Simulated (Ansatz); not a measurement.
Consider MoTe2 in the 2H-MoS2 type structure (space group P6_3/mmc, No. 194; layered, stacked along the Cartesian z axis).

```
CELL_PARAMETERS angstrom
      3.54193     0.00000     0.00000
     -1.77097     3.06740     0.00000
      0.00000     0.00000    14.18201
ATOMIC_POSITIONS crystal
  Mo 0.33333 0.66667 0.75000
  Mo 0.66667 0.33333 0.25000
  Te 0.33333 0.66667 0.12347
  Te 0.66667 0.33333 0.62347
  Te 0.66667 0.33333 0.87653
  Te 0.33333 0.66667 0.37653
```

Computed with r2SCAN+rVV10, PAW, 500 eV (Ansatz, an electronic-structure program; no spin-orbit coupling), earlier PAW set.

Base values:

The hole mass comes out as 1.8 mₑ along c, 1.2 mₑ across (at Γ). The pressure comes out as 0.00 GPa.

It is then changed as follows: an isotropic linear strain of −2.54 %, atoms relaxed at fixed cell.

Task: What does the calculation give for the energy relative to the base after the change?

Result: The energy goes up by 23 meV/atom.

Task: What does the calculation give for the hole mass after the change?

Result: The hole mass changes from 1.8 mₑ along c, 1.2 mₑ across (at Γ) to 0.62 mₑ along c, 0.68 mₑ across (at K).

Task: Predict the new pressure.

Result: The pressure (mean of the normal stresses, compression positive) goes from zero to 4.25 GPa.

Spin-orbit coupling, missing from the scalar runs, can matter with Te. The levels and masses belong to the bands next to the band gap. Effective masses come from finite differences of ±0.01 Å⁻¹. No phonon test of stability was made.
